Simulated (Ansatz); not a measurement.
An Ansatz (a quantum-chemistry and plane-wave program) run: NaCl with a change (strain tensor (xx, yy, zz, yz, xz, xy) = (−1.18, +1.18, +0.23, −1.07, +0.38, −0.26) %); DFT with r2SCAN, PAW potentials and a 500 eV plane-wave cutoff in Ansatz, without spin-orbit coupling.

Input:

Ansatz 0.2 input:
```yaml
crystal:
  lattice:
    - [0.0033646327, 2.8069448251, 2.7803081496]
    - [2.7814296939, -0.0372913457, 2.820964128]
    - [2.7634849862, 2.8296560958, -0.019346638]
  atoms:
    - { symbol: Cl, position: [0, 0, 0] }
    - { symbol: Na, position: [0.5, 0.5, 0.5] }
basis: { ecutwfc: 500, ecutrho_ratio: 4, xc_grid: 4, fft_grid_basis: typed }
kpoints: { mp_grid: { grid: [10, 10, 10] } }
hamiltonian:
  xc: r2scan
  dispersion: none
  pseudopotentials: { kind: paw }
scf: { occupations: { method: fermi_dirac, width: 0.05 }, convergence: { dr2_threshold: 0.0000000002 } }
relax: { f_tol: 0.005, max_steps: 50 }
output: { forces: true, stress: true }
checkpoint: { write: state.ck, write_every: 1000 }
```

Output (explanatory and most iteration lines left out):

```
Relaxation: its limit of steps is 50 (relax.max_steps)
Pseudopotential: Cl, paw, valence charge 7
Pseudopotential: Na, paw, valence charge 9
Crystal: 2 atoms, lattice volume = 44.175 Å³
Basis set: ecut = 500 eV, 1121 PW (Γ), exchange–correlation on 120×120×120 points (64 copies of the dense FFT grid, shifted against one another)
Bands: 12, of which v1, the nominal top of the filled ones, is band 8 counted from 1 (7 counted from 0)
Symmetry: 2 space group operations
Space group: P-1 (ITA 2), of the structure as read, at distance tolerance 3.5e-5 Å
k-points: 504 of 1000
Functional: x = r2scan, c = r2scan; τ floored in thin density (d = 2e-4 eV/Å³)
SCF iter   1: F=—  HF=-2576.315267 eV  |F-HF|=—  |Δ(HF+E_count)|=         —  Δρ=7.20e-3  dr2=1.02e-2  dr2_τ=1.91e-3  ethr=1.77e-3  ⟨swp⟩=5.6  Hψ=35900  notcnv=0
SCF iter   2: F=—  HF=-2576.324595 eV  |F-HF|=—  |Δ(HF+E_count)|=   9.33e-3  Δρ=1.98e-3  dr2=9.06e-4  dr2_τ=2.15e-4  ethr=6.35e-5  ⟨swp⟩=2.0  Hψ=16128  notcnv=0
SCF 1 converged in 7 iterations: F = -2576.324714 eV  dr2 = 6.80e-11
relax step   1: F+E_penalty+E_count = -2576.32471410 eV  Δ(F+E_penalty+E_count) = +0.000e0 eV  max|allowed force component| = 0.000e0 eV/Å  Δτ_max = 0.0000 Å  (7 SCF iters, accepted)
Crystal: 2 atoms, lattice volume = 44.175 Å³
SCF iter   1: F=—  HF=-2576.324714 eV  |F-HF|=—  |Δ(HF+E_count)|=         —  Δρ=3.48e-7  dr2=6.79e-11  dr2_τ=2.56e-12  ethr=1.00e-12  ⟨swp⟩=2.0  Hψ=39608  notcnv=0
SCF iter   2: F=-2576.324714 eV  HF=-2576.324714 eV  |F-HF|=3.64e-12  |Δ(HF+E_count)|=  2.23e-11  Δρ=1.03e-7  dr2=1.94e-12  dr2_τ=1.66e-12  ethr=1.00e-12  ⟨swp⟩=4.0  Hψ=17612  notcnv=0
SCF 2 converged in 2 iterations: F = -2576.324714 eV  dr2 = 1.94e-12
SCF converged after 2 iterations
Free energy (F): -2576.324714 eV
Internal energy: -2576.324714 eV  (E = F + TS)
E sigma→0 (E₀):  -2576.324714 eV
Fermi energy:    3.864964 eV
--- Forces (eV/Å), atoms counted from 1 ---
  atom   1  Cl     0.00000000     0.00000000     0.00000000
  atom   2  Na     0.00000000     0.00000000     0.00000000
--- Stress (GPa, compression-positive) ---
        0.580112       0.075583      -0.110023
        0.075583      -0.533207       0.281743
       -0.110023       0.281743      -0.118502
  P = ⅓ Tr σ = -0.0239 GPa (-0.239 kbar)
--- Relaxed structure (1 steps of the walk, 1 accepted, 0 SCFs on fresh bases) ---
  atoms:
    - { symbol: Cl, position: [0.0, 0.0, 0.0] }
    - { symbol: Na, position: [0.49999999999999983, 0.5, 0.49999999999999994] }
```

Stability against distortions was not tested. The cell was made from NaCl in the rock salt structure (space group Fm-3m, No. 225) by this change: strain tensor (xx, yy, zz, yz, xz, xy) = (−1.18, +1.18, +0.23, −1.07, +0.38, −0.26) %.
